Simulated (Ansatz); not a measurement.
The reference is W in the bcc (W type) structure (space group Im-3m, No. 229; a = 3.154 Å).

The other end (x = 1) is Mo in the bcc (W type) structure (space group Im-3m, No. 229): 15.33 Å³/atom, gap zero.

Method: PBEsol (Ansatz, a quantum-chemistry and plane-wave program), scalar-relativistic without spin-orbit coupling.

Mo replaces a fraction x of W; each row is one arrangement (x, atoms in the cell, starting space group or random), fully relaxed.

One change was made to it. Results:

| quantity | base | after |
|---|---|---|
| shortest interatomic distance | 2.732 Å | 2.709 Å |
| deviation of the volume from the linear (Vegard-type) interpolation | – | 0.0 % |

Which change produced these results?
A. x(Mo) = 0.5, 4 atoms, P4/nmm
B. x(Mo) = 0.5, 4 atoms, Cmme
C. x(Mo) = 0.5, 2 atoms, Cmmm

B, x(Mo) = 0.5, 4 atoms, Cmme. For comparison, the shortest interatomic distance in the other runs: x(Mo) = 0.5, 2 atoms, Cmmm gives 2.721 Å; x(Mo) = 0.5, 4 atoms, P4/nmm gives 2.717 Å.

These are small ordered cells, not random alloys; other orderings at the same x differ. Stability against distortions was not tested. The final runs are not spin-polarised.
